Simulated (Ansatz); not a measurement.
Coverage and cell size: N on the 1x1 (110) surface of bcc Mo, one adsorbate a cell, in each cell the lowest of the starts that converged. Energies against ½ N2(g), without dispersion, zero-point or thermal terms; small cells hold the layer to their symmetry. A negative adsorption energy means that the adsorbate is more stable on the surface than in its reference.

All values below come from PBE (plane waves to 420 eV, PAW; Ansatz, a quantum-chemistry and plane-wave program).

| area an adsorbate, end state | atoms | E_ads (eV) | height (Å) | Δ work function (eV) | rough cost |
|---|---|---|---|---|---|
| 7 Å², bonded to 3 Mo | 5 | … | 1.01 | 1.77 | very roughly 3 core-minutes |
| 14 Å², bonded to 3 Mo | 9 | -1.39 | 1.06 | … | very roughly 4 core-minutes |
| 28 Å², bonded to 3 Mo | 17 | -1.79 | 1.09 | 0.31 | roughly 11 core-minutes |

Complete the blanks.


- 7 Å², bonded to 3 Mo, E_ads (eV): -0.68
- 14 Å², bonded to 3 Mo, Δ work function (eV): 0.92
